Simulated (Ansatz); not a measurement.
Start from SiC in the zinc blende structure (space group F-43m, No. 216; a = 4.3290 Å). Axes: x, y, z lie along the cube axes.

All numbers come from LDA/PAW in Ansatz (a quantum-chemistry and plane-wave program), no spin-orbit coupling.

Strains are applied to the cell and any free atomic positions relax.

One change was made to it. Results:

```json
[
 {"quantity": "shortest interatomic distance", "base": "1.875 Å", "after": "1.870 Å"},
 {"quantity": "valley order (the lowest conduction-band minima on the path, energy above the VBM, named in the base's zone)", "base": "X along ⟨100⟩ 1.30 eV", "after": "X along [001] 1.24 eV; X along [010] 1.24 eV"},
 {"quantity": "energy relative to the base (free energy F)", "base": "0 meV/atom", "after": "+1.0 meV/atom"}
]
```

Which of these changes matches the shifts?
A) tensor shear ε_xy = +1.71 %
B) tensor shear ε_xy = +2.00 %
C) tensor shear ε_xy = +0.57 %
D) tensor shear ε_xy = +1.14 %

C, tensor shear ε_xy = +0.57 %. For comparison, the valley order in the other runs: tensor shear ε_xy = +2.00 % gives X along [001] 1.01 eV; X along [010] 1.08 eV; tensor shear ε_xy = +1.71 % gives X along [001] 1.06 eV; X along [010] 1.12 eV; tensor shear ε_xy = +1.14 % gives X along [001] 1.15 eV; X along [010] 1.18 eV.

The levels and masses belong to the bands next to the band gap. Stability against distortions was not tested.
